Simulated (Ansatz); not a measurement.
Density of states of AuCu (P4/mmm) near the Fermi level, PBEsol, rigid bands (Ansatz, an electronic-structure program).

(E − E_F (eV), states/eV/cell): (-1.92, 7.04); (-1.82, 7.91); (-1.72, 7.31); (-1.62, 4.58); (-1.52, 3.66); (-1.42, 1.79); (-1.32, 1.06); (-1.22, 0.75); (-1.12, 0.75); (-1.02, 0.76); (-0.92, 0.63); (-0.82, 0.58); (-0.72, 0.55); (-0.62, 0.53); (-0.52, 0.53); (-0.42, 0.64); (-0.32, 0.63); (-0.22, 0.62); (-0.12, 0.61); (-0.02, 0.60); (0.08, 0.59); (0.18, 0.59); (0.28, 0.58); (0.38, 0.57); (0.48, 0.57); (0.58, 0.56); (0.68, 0.55); (0.78, 0.54); (0.88, 0.54); (0.98, 0.53); (1.08, 0.52); (1.18, 0.51); (1.28, 0.51); (1.38, 0.50); (1.48, 0.49); (1.58, 0.49); (1.68, 0.48); (1.78, 0.47); (1.88, 0.46)

**Question.** With 2 atoms a cell, what bare Sommerfeld coefficient γ = (π²/3) k_B² N(E_F) follows?

**Answer.** N(E_F) ≈ 0.60 states/eV a cell at 300 K, so γ ≈ 0.70 mJ/(mol of atoms·K²), before electron-phonon enhancement.

**Question.** How far does the Fermi level move in a rigid band for 0.1 electron a cell added or removed?

**Answer.** 169 meV and -166 meV.

A metal at this level (no band gap); rigid bands, thermally averaged at 300 K, both spins. Spin-orbit coupling is left out, which matters with elements this heavy. Geometry: cell and atoms relaxed with PBEsol.
